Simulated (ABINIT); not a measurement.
A self-consistent single point of Mg2Sn (Fm-3m, 3 atoms in the cell) with ABINIT.

Method of the run: PBE, norm-conserving pseudopotentials (PseudoDojo nc-sr-05 PBE standard) (plane waves; ABINIT).

```xyz
3
Lattice="0.0000 3.3129 3.3129 3.3129 0.0000 3.3129 3.3129 3.3129 0.0000" Properties=species:S:1:pos:R:3 pbc="T T T"
Mg     1.6564     1.6564     1.6564
Mg     4.9693     4.9693     4.9693
Sn     0.0000     0.0000     0.0000
```

Reference input (self-consistent single point, DFT, PBE, plane waves, norm-conserving pseudopotentials (PseudoDojo nc-sr-05 PBE standard)): pseudos = [Mg.upf, Sn.upf]; ecut = 84 Ry; occopt = 6; tsmear = 0.00367493 Ha; ngkpt = 7 7 7; nshiftk = 1; shiftk = 0 0 0; potentials = PseudoDojo nc-sr-05 PBE standard; nband = 23; kptopt = 1; nstep = 80; tolvrs = 1e-11. This run's input differs from it in these lines:

```diff
@@ -22,3 +22,3 @@
 kptopt 1
-ngkpt 7 7 7
+ngkpt 5 5 5
 nshiftk 1
```

Output (repeated stretches shortened):

```
--- !BeginCycle
solver: {iscf: 7, nstep: 80, nline: 4, wfoptalg: 0, }
tolerances: {tolvrs: 1.00E-11, }
...

     iter   Etot(hartree)      deltaE(h)  residm     vres2
 ETOT  1  -197.13510898383    -1.971E+02 5.082E-01 6.434E+01
 ETOT  2  -197.64294449726    -5.078E-01 3.807E-02 2.201E+01
 ETOT  3  -197.64492841631    -1.984E-03 9.758E-03 1.455E+00
 ETOT  4  -197.64516031581    -2.319E-04 1.456E-03 3.151E-02
 ETOT  5  -197.64516193117    -1.615E-06 4.929E-04 3.012E-03
   [... 2 lines left out ...]
 ETOT  8  -197.64516219708    -9.771E-10 3.606E-06 2.248E-06
 ETOT  9  -197.64516219721    -1.242E-10 3.570E-06 2.920E-07
 ETOT 10  -197.64516219723    -1.845E-11 3.139E-07 2.565E-10
 ETOT 11  -197.64516219724    -1.140E-11 3.212E-07 2.471E-12
 At SCF step   11       vres2   =  2.47E-12 < tolvrs=  1.00E-11 =>converged.

 Cartesian components of stress tensor (hartree/bohr^3)
  sigma(1 1)= -1.40538685E-04  sigma(3 2)=  0.00000000E+00
  sigma(2 2)= -1.40538685E-04  sigma(3 1)=  0.00000000E+00
  sigma(3 3)= -1.40538685E-04  sigma(2 1)=  0.00000000E+00

 ----iterations are completed or convergence reached----

 reduced coordinates (array xred) for    3 atoms
       0.250000000000      0.250000000000      0.250000000000
       0.750000000000      0.750000000000      0.750000000000
       0.000000000000      0.000000000000      0.000000000000
 cartesian forces (eV/Angstrom) at end:
    1     -0.00000000000000    -0.00000000000000     0.00000000000000
    2      0.00000000000000     0.00000000000000    -0.00000000000000
   [... lines left out ...]
 Fermi (or HOMO) energy (hartree) =   0.13554   Average Vxc (hartree)=  -0.33878
   [... lines left out ...]
total_energy        : -1.97645162197238E+02
total_energy_eV     : -5.37819837662100E+03
band_energy         : -3.46530777038330E+01
...

-Cartesian components of stress tensor (GPa)         [Pressure=  4.1348E+00 GPa]
- sigma(1 1)= -4.13479018E+00  sigma(3 2)=  0.00000000E+00
- sigma(2 2)= -4.13479018E+00  sigma(3 1)=  0.00000000E+00
- sigma(3 3)= -4.13479018E+00  sigma(2 1)=  0.00000000E+00

 Calculation completed.
```

The run converged in 11 iterations. Against the reference run the free energy rises by 20.1 meV/atom and the pressure hardly changes (4.16 to 4.13 GPa).

The starting cell comes from a database of computed structures (which also holds hypothetical and non-ambient phases and stackings), without a prior relaxation at this level. Its lattice was rescaled by a random factor within 2.5 % of one. With a pressure of about 4 GPa the cell is away from its equilibrium volume at this level.

Cost on one core of a shared machine: roughly 40 s.
